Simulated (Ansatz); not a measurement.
The starting structures come from a database of crystals and need not be the phases stable at ambient conditions.

 Where the default PAW files enter, the runs use the earlier of Ansatz's two default sets.

By PBEsol, the system below comes out a metal.

A figure of merit of an interconnect metal is its ballistic conductance per area.

```yaml
crystal:
  lattice:
    - [5.06771, 0.00000, 0.00000]
    - [0.00000, 7.31997, 0.00000]
    - [0.00000, -3.65998, 6.33928]
  atoms:
    - { symbol: Si, position: [0.25000, 0.39286, 0.39286] }
    - { symbol: Si, position: [0.75000, 0.60714, 0.60714] }
    - { symbol: Si, position: [0.75000, 0.39286, 0.00000] }
    - { symbol: Si, position: [0.25000, 0.60714, 0.00000] }
    - { symbol: Si, position: [0.25000, 0.00000, 0.60714] }
    - { symbol: Si, position: [0.75000, 0.00000, 0.39286] }
    - { symbol: Mo, position: [0.00000, 0.33333, 0.66667] }
    - { symbol: Mo, position: [0.00000, 0.66667, 0.33333] }
    - { symbol: Mo, position: [0.50000, 0.66667, 0.33333] }
    - { symbol: Mo, position: [0.50000, 0.33333, 0.66667] }
    - { symbol: Mo, position: [0.25000, 0.76020, 0.76020] }
    - { symbol: Mo, position: [0.75000, 0.23980, 0.23980] }
    - { symbol: Mo, position: [0.75000, 0.76020, 0.00000] }
    - { symbol: Mo, position: [0.25000, 0.23980, 0.00000] }
    - { symbol: Mo, position: [0.25000, 0.00000, 0.23980] }
    - { symbol: Mo, position: [0.75000, 0.00000, 0.76020] }
```

Space group of this cell: P6_3/mcm. The cell is taken as given; by PBEsol its mean pressure is -7.6 GPa.

The current flows along the normal of the first two printed cell vectors, the (100) plane of the conventional cell. No spin-orbit coupling; the value is a mean over 0.1 eV about the Fermi level.

### Question
State the ballistic conductance per area according to PBEsol in Ansatz (a quantum-chemistry and plane-wave program).

### Answer
0.48 × 10¹⁵ S/m² for both spins.
